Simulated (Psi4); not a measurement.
Psi4 1.11, WB97X/def2-svp: Si(AsH2)2(OH)(OMe) (CO[Si](O)([AsH2])[AsH2]), 14 atoms. The geometry is a generated start, not checked to be a minimum at this level.

| Property | Value |
|---|---|
| task | energy |
| method | wb97x |
| basis | def2-svp |
| memory | 3 GB |
| maxiter | 100 |
| keys of the molecule block | symmetry c1 |
| scf_type | df (default) |
| e_convergence | 1e-06 (default) |
| d_convergence | 1e-06 (default) |
| dft_radial_points | 75 (default) |
| dft_spherical_points | 302 (default) |
| basis functions | 164 |
| grid points | 297704 |

```xyz
14

C     -1.6100    -1.3349     0.0810
O     -0.8351    -0.6251    -0.8206
Si     0.4913     0.2237    -0.3891
O      1.1189     0.4858    -1.8790
As    -0.1585     2.2775     0.6008
As     1.9338    -1.2025     0.8111
H     -0.9979    -2.0406     0.6618
H     -2.3635    -1.8896    -0.4737
H     -2.1138    -0.6562     0.7822
H      1.6486     1.2673    -2.0086
H     -1.4025     1.6447     1.1603
H     -0.9226     2.6504    -0.6365
H      3.1391    -0.5885     0.1626
H      2.0721    -0.2119     1.9476
```

With the defaults (diis = true, scf_initial_accelerator = adiis, damping_percentage = 0, soscf = false, soscf_start_convergence = 0.01, level_shift = 0, level_shift_cutoff = 0.01, diis_max_vecs = 10, diis_start = 1, guess = auto, which took SAD) it converges in 9 SCF iterations. One run each on 2 threads, with these changes:
- soscf = true, soscf_start_convergence = 0.001
- diis_max_vecs = 6
- diis_start = 4
- diis = false, scf_initial_accelerator = none, damping_percentage = 60
- guess = huckel
- diis_max_vecs = 20
- guess = sap
- level_shift = 0.5, level_shift_cutoff = 0.001
- scf_initial_accelerator = none

Task: Which of these changes keep the SCF from converging, or lead it to another solution?

Result: No convergence: diis = false, scf_initial_accelerator = none, damping_percentage = 60 (the run ends without SCF convergence in 100 iterations). The rest reach the solution of the defaults.

```json
[
 {"setting": "soscf = true, soscf_start_convergence = 0.001", "SCF iterations": "6", "JK calls": "17", "end": "same solution"},
 {"setting": "the defaults", "SCF iterations": "9", "JK calls": "10", "end": "same solution"},
 {"setting": "scf_initial_accelerator = none", "SCF iterations": "9", "JK calls": "10", "end": "same solution"},
 {"setting": "diis_max_vecs = 6", "SCF iterations": "9", "JK calls": "10", "end": "same solution"},
 {"setting": "diis_max_vecs = 20", "SCF iterations": "9", "JK calls": "10", "end": "same solution"},
 {"setting": "level_shift = 0.5, level_shift_cutoff = 0.001", "SCF iterations": "10", "JK calls": "11", "end": "same solution"},
 {"setting": "guess = huckel", "SCF iterations": "10", "JK calls": "40", "end": "same solution"},
 {"setting": "diis_start = 4", "SCF iterations": "11", "JK calls": "12", "end": "same solution"},
 {"setting": "guess = sap", "SCF iterations": "12", "JK calls": "12", "end": "same solution"},
 {"setting": "diis = false, scf_initial_accelerator = none, damping_percentage = 60", "SCF iterations": "100", "JK calls": "101", "end": "no convergence"}
]
```

An SOSCF iteration holds several JK calls; a Hückel guess adds calls on atoms.
